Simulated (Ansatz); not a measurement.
Given:

```yaml
crystal:
  lattice:
    - [0.00000, 2.10744, 2.10744]
    - [2.10744, 0.00000, 2.10744]
    - [2.10744, 2.10744, 0.00000]
  atoms:
    - { symbol: Mg, position: [0.00000, 0.00000, 0.00000] }
    - { symbol: O, position: [0.50000, 0.50000, 0.50000] }
```

Level of theory: r2SCAN, rigid bands (plane waves, PAW, scalar-relativistic; Ansatz, a program for electronic structure). Condition of this run: functional r2SCAN on the same cell. Geometry: cell and atoms relaxed with PBEsol.

Question: Predict the electron conductivity mass (n e² τ/σ) at 300 K, by direction if it differs.

Answer: 0.37 mₑ.

Question: Predict the hole conductivity mass (n e² τ/σ) at 300 K, by direction if it differs.

Answer: 2.3 mₑ.

Question: And the band gap?

Answer: 5.62 eV at this level; semilocal functionals usually fall short of the measured gap.

Rigid bands, one relaxation time for all states, no polarons. Spin-orbit coupling is left out. Geometry: cell and atoms relaxed with PBEsol.
